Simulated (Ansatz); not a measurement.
Start from PbTe in the rock salt structure (space group Fm-3m, No. 225; a = 6.5342 Å).

All numbers come from plane-wave PAW DFT at the r2SCAN level (Ansatz, a quantum-chemistry and plane-wave program, 500 eV), spin-orbit coupling left out.

For the base:

```
Item                               Result
----------------------------  -----------
Gap character                 direct at L
Gap between the host's bands      1.09 eV
```

It is then changed as follows: 0.105 electrons added to each cell, a density of 1.5×10^21 cm⁻³, with a uniform compensating background at fixed cell and a 300 K Fermi–Dirac width.

Q: How does this affect the gap character?

A: The gap character stays direct at L.

Q: What happens to the gap between the host's bands?

A: The gap between the host's bands drops by 0.02 eV, from 1.09 eV to 1.07 eV.

Q: Predict the new Fermi level from band edge.

A: The Fermi level relative to the doped band's edge (positive inside the band; to 0.05 eV) comes out as +0.40 eV.

Charged cell with a jellium background: band edges are those of the host's band count, energies are not comparable with the neutral cell, and many-body gap narrowing is missing. With Pb and Te present, leaving out spin-orbit coupling can change the band edges. Whether these cells are dynamically stable was not tested.
